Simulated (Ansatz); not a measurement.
System: SnSe2 (model structure, started from the 3R-MoS2 type, R3m, No. 160, 3 atoms in the cell). Method: LDA in Ansatz (plane waves, PAW).

Numerical settings: plane-wave cutoff 520 eV, 20×20×20 k mesh, Fermi–Dirac smearing 0.05 eV, scalar-relativistic PAW data made under PBE.

Cell (relaxed at this level):

Space group R3m, hexagonal axes (No. 160); a = 3.8050 Å, b = 3.8050 Å, c = 16.7862 Å, α = 90.00°, β = 90.00°, γ = 120.00°

| atom | site | symmetry | x | y | z |
|---|---|---|---|---|---|
| Sn | 3a | 3m | 0.0000 | 0.0000 | 0.9990 |
| Se | 3a | 3m | 0.0000 | 0.0000 | 0.2315 |
| Se | 3a | 3m | 0.0000 | 0.0000 | 0.4362 |
(The calculation used a cell of 3 atoms; values per cell refer to that cell.)

Task: What does this level give for the bulk modulus B0?

Result: 
bulk modulus B0: 63.0 GPa

The run finds no gap.

Note: the bulk modulus is −V dP/dV from two relaxed cells at ±2 % in volume; the relaxation could raise the start's symmetry but not lower it, so the cell can be a saddle point.

Spin–orbit coupling is not included; it can open a gap where bands touch, and shift volumes and moduli.

The computed numbers hold no vibrational or temperature effects.

It cost very roughly 16 core-minutes of CPU time.

A model structure was made by putting elements into a prototype or built by hand; it is no filed structure, need not be a known phase, and can be a saddle point held by its symmetry.

Ansatz is an electronic-structure program.
